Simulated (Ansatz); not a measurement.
# Te: alloy series

Base system: Te (space group P3_121, No. 152; a = 4.521 Å, c = 5.955 Å; made of chains).

The other end (x = 1) is Se (space group P3_121, No. 152; made of chains): 29.83 Å³/atom, gap 1.03 eV.

Se replaces a fraction x of Te; each row is one arrangement (x, atoms in the cell, starting space group or random), fully relaxed.

The values are results of PBE in Ansatz (plane waves to 420 eV, PAW, without spin-orbit coupling), earlier PAW set, not measurements.

Candidates:
(a) x(Se) = 0.667, 6 atoms, P1
(b) x(Se) = 0.5, 6 atoms, P3_221
(c) x(Se) = 0.5, 6 atoms, P1
(d) x(Se) = 0.333, 6 atoms, P1
(e) x(Se) = 0.5, 6 atoms, C2

Base values:

| Item | Value |
|---|---|
| Volume per atom | 35.14 Å³ |

**Question.** Order them by volume per atom, lowest first.

**Answer.** (a) x(Se) = 0.667, 6 atoms, P1 (30.93 Å³), (b) x(Se) = 0.5, 6 atoms, P3_221 (31.32 Å³), (c) x(Se) = 0.5, 6 atoms, P1 (31.52 Å³), (e) x(Se) = 0.5, 6 atoms, C2 (32.06 Å³), (d) x(Se) = 0.333, 6 atoms, P1 (32.62 Å³)

These are small ordered cells, not random alloys; other orderings at the same x differ. With Te present, leaving out spin-orbit coupling can change the band edges. No phonon test of stability was made. No dispersion term is included, though the crystal is made of layers, chains or molecules, so its spacings can come out too wide.

Ansatz is a quantum-chemistry and plane-wave program.
